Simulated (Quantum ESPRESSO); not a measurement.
A series of runs on CuAu (P4/mmm, 2 atoms in the cell)

```
CELL_PARAMETERS angstrom
      2.80138     0.00000     0.00000
      0.00000     2.80138     0.00000
      0.00000     0.00000     3.51965
ATOMIC_POSITIONS crystal
  Cu 0.50000 0.50000 0.50000
  Au 0.00000 0.00000 0.00000
```

Base run A: PBE, SSSP 1.1.2 efficiency (PBE) pseudopotentials (Quantum ESPRESSO), self-consistent single point.

Its settings: ecutwfc = 60 Ry; ecutrho = 480 Ry; occupations = smearing; smearing = marzari-vanderbilt; degauss = 0.0036749 Ry; potentials = {Cu: Cu_pbe_v1.2.uspp.F.UPF, Au: Au_ONCV_PBE-1.0.oncvpsp.upf}; K_POINTS = automatic 9 9 8 0 0 0; conv_thr = 1e-10 Ry; mixing_beta = 0.4.

The starting cell comes from a database of computed structures (which also holds hypothetical and non-ambient phases and stackings), without a prior relaxation at this level. Its lattice was rescaled by a random factor within 2.5 % of one. Spin polarisation is off. In the base run, with a pressure of about 14 GPa the cell is away from its equilibrium volume at this level.

ΔF is the free energy per atom less that of run A. 

```
run  mixing_beta, mixing_mode  ΔF (meV/atom)  pressure (GPa)  iterations
---  ------------------------  -------------  --------------  ----------
A                0.4, default           0.00           13.85          16
B                  0.2, plain           0.00           13.84          16
C                  0.5, plain           0.00           13.85          15
D                     0.2, TF           0.00           13.83          19
E                     0.5, TF           0.00           13.86          14
F               0.2, local-TF           0.00           13.85          15
G               0.5, local-TF           0.00           13.85          12
```

Runs B, C, D, E, F, G reached the same state as A (within 1 meV/atom). The fewest iterations to that state were 12 (G); the most were 19.
